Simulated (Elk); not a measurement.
**Worked example: self-consistent single point of Ti3Nb (Pm-3m, 4 atoms in the cell) in Elk**

Computed with PBEsol, all-electron FP-LAPW, Elk's shipped species files, default APW+lo basis (Elk).

The input file:

```
tasks
  0

xctype
  22

swidth
  0.00367493

maxscl
  100

scale
  7.971176598

avec
    1.0000000000    0.0000000000    0.0000000000
    0.0000000000    1.0000000000    0.0000000000
    0.0000000000    0.0000000000    1.0000000000

sppath
  './'

atoms
  2
  'Ti.in'
  3
  0.0000000000  0.5000000000  0.5000000000    0.0 0.0 0.0
  0.5000000000  0.0000000000  0.5000000000    0.0 0.0 0.0
  0.5000000000  0.5000000000  0.0000000000    0.0 0.0 0.0
  'Nb.in'
  1
  0.0000000000  0.0000000000  0.0000000000    0.0 0.0 0.0

ngridk
  5 5 5

vkloff
  0.5 0.5 0.5
```

Output, abridged:

```
│ Elk code version 10.2.4 │

All units are atomic (Hartree, Bohr, etc.)

│ Ground-state run starting from atomic densities │

Lattice vectors :
   7.971176598       0.000000000       0.000000000
   0.000000000       7.971176598       0.000000000
   0.000000000       0.000000000       7.971176598

Unit cell volume      :    506.4858218
Brillouin zone volume :   0.4897475956

Muffin-tin inner radius fraction :   0.1000000000E-01

Nuclei treated as point charges

Species :    1 (Ti)
 parameters loaded from : Ti.in
 name : titanium
 nuclear charge    :   -22.00000000
 electronic charge :    22.00000000
 atomic mass :    87256.20310
 muffin-tin radius :    2.400000000
 number of radial points in muffin-tin :    497
 atomic positions (lattice), magnetic fields (Cartesian) :
   1 :   0.00000000  0.50000000  0.50000000    0.00000000  0.00000000  0.00000000
   2 :   0.50000000  0.00000000  0.50000000    0.00000000  0.00000000  0.00000000
   3 :   0.50000000  0.50000000  0.00000000    0.00000000  0.00000000  0.00000000

Species :    2 (Nb)
 parameters loaded from : Nb.in
 name : niobium
 nuclear charge    :   -41.00000000
 electronic charge :    41.00000000
 atomic mass :    169357.9703
 muffin-tin radius :    2.600000000
 number of radial points in muffin-tin :    597
 atomic positions (lattice), magnetic fields (Cartesian) :
   1 :   0.00000000  0.00000000  0.00000000    0.00000000  0.00000000  0.00000000

Total number of atoms per unit cell :    4

Spin treatment :
 spin-unpolarised

Number of Bravais lattice symmetries :   48
Number of crystal symmetries         :   48
Crystal has inversion symmetry
Real symmetric eigensolver will be used

k-point grid :      5     5     5
k-point offset :   0.5000000000      0.5000000000      0.5000000000
k-point set is reduced with full crystal symmetry group
Total number of k-points :       10

Muffin-tin radius times maximum |G+k| :    7.000000000
 using average radius
   [... lines left out ...]
Maximum |G| for potential and density :    12.00000000
 potential will be trimmed for |G| > 2 gkmax
Constant for pseudocharge density :    8
Radial integration step length :    4

G-vector grid sizes :     32    32    32
Number of G-vectors :    14771

Maximum angular momentum used for
 APW functions                      :    8
 outer part of muffin-tin           :    6
 inner part of muffin-tin           :    1

Total nuclear charge    :   -107.0000000
Total core charge       :    58.00000000
Total valence charge    :    49.00000000
Total excess charge     :    0.000000000
Total electronic charge :    107.0000000

Effective Wigner radius, rₛ :    1.041593598

Number of empty states         :   16
Total number of valence states :   41
Total number of core states    :   58

Total number of local-orbitals :   57

Exchange-correlation functional :     22     0     0
 PBEsol, Phys. Rev. Lett. 100, 136406 (2008)
 gradient requirement :    1
 generalised gradient approximation (GGA)

Smearing type :    3
 Fermi-Dirac
Smearing width :   0.3674930000E-02
Effective electronic temperature (K) :    1160.451112

Mixing type :    3
 Broyden mixing, J. Phys. A: Math. Gen. 17, L317 (1984)

Kohn-Sham potential initialised from atomic data
│ Self-consistent loop started │
│ Loop number : 1 │
 total energy                :     -6364.30849144
│ Loop number : 2 │
 total energy                :     -6364.78805644
RMS change in Kohn-Sham potential (target) :   0.3255366074     (  0.1000000000E-05)
Absolute change in total energy (target)   :   0.4795649992     (  0.1000000000E-03)
│ Loop number : 3 │
 total energy                :     -6365.27155040
RMS change in Kohn-Sham potential (target) :   0.3249054907     (  0.1000000000E-05)
Absolute change in total energy (target)   :   0.6033852079     (  0.1000000000E-03)
│ Loop number : 4 │
 total energy                :     -6366.22854087
RMS change in Kohn-Sham potential (target) :   0.2999294635     (  0.1000000000E-05)
Absolute change in total energy (target)   :    1.107836775     (  0.1000000000E-03)
│ Loop number : 5 │
 total energy                :     -6370.04166730
RMS change in Kohn-Sham potential (target) :   0.1980448635     (  0.1000000000E-05)
Absolute change in total energy (target)   :    4.090085623     (  0.1000000000E-03)
   [... lines left out ...]
Absolute change in total energy (target)   :   0.3100586045E-02 (  0.1000000000E-03)
│ Loop number : 14 │
 total energy                :     -6377.08612320
RMS change in Kohn-Sham potential (target) :   0.1528267397E-04 (  0.1000000000E-05)
Absolute change in total energy (target)   :   0.8924272843E-03 (  0.1000000000E-03)
│ Loop number : 15 │
 total energy                :     -6377.08639384
RMS change in Kohn-Sham potential (target) :   0.3551701274E-05 (  0.1000000000E-05)
Absolute change in total energy (target)   :   0.4937455506E-03 (  0.1000000000E-03)
│ Loop number : 16 │
 total energy                :     -6377.08645167
RMS change in Kohn-Sham potential (target) :   0.5848599283E-06 (  0.1000000000E-05)
Absolute change in total energy (target)   :   0.1812698411E-03 (  0.1000000000E-03)
│ Loop number : 17 │
 total energy                :     -6377.08645753
RMS change in Kohn-Sham potential (target) :   0.9716960594E-07 (  0.1000000000E-05)
Absolute change in total energy (target)   :   0.5117350884E-04 (  0.1000000000E-03)
Convergence targets achieved

│ Loop number : 18 │

Energies :
 Fermi                       :     0.284247195902
 sum of eigenvalues          :     -3762.27803327
 electron kinetic            :      6533.40486613
 core electron kinetic       :      6245.81048798
 Coulomb                     :     -12669.9089402
 Coulomb potential           :     -9980.50597812
 nuclear-nuclear             :     -702.808415318
 electron-nuclear            :     -13953.6950716
 Hartree                     :      1986.59454676
 Madelung                    :     -7679.65595113
 xc potential                :     -315.176921281
 exchange                    :     -234.948500751
 correlation                 :     -5.62562392345
 electron entropic           :    -0.825810220593E-02
 total energy                :     -6377.08645684

Density of states at Fermi energy :    189.3004405
 (states/Hartree/unit cell)

Estimated indirect band gap :   0.1175224471E-02
 from k-point      2 to k-point      6
Estimated direct band gap   :   0.3117547799E-02
 at k-point      6

Charges :
 core                        :    58.00000000
 valence                     :    49.00000000
 interstitial                :    6.995479025
 muffin-tins (core leakage)
  species :    1 (Ti)
   atom    1                 :    20.28069359     (  0.5466809228E-09)
   atom    2                 :    20.28069359     (  0.5466809228E-09)
   atom    3                 :    20.28069359     (  0.5466809228E-09)
  species :    2 (Nb)
   atom    1                 :    39.16244021     (  0.9254918254E-06)
 total in muffin-tins        :    100.0045210
 total calculated charge     :    107.0172995
 total charge                :    107.0000000
 error                       :   0.1729949022E-01

│ Self-consistent loop stopped │
```

The run converged in 18 iterations. The count includes the last loop, which Elk runs after its targets are met.

The starting cell comes from a database of computed structures (which also holds hypothetical and non-ambient phases and stackings), without a prior relaxation at this level. Its lattice was rescaled by a random factor within 2.5 % of one. Spin polarisation is off. Values depend on the basis (sphere radii, cutoffs, local orbitals), which need not be converged. The log's line on a gap gives a spacing of levels on this mesh, which the program prints for metals too.
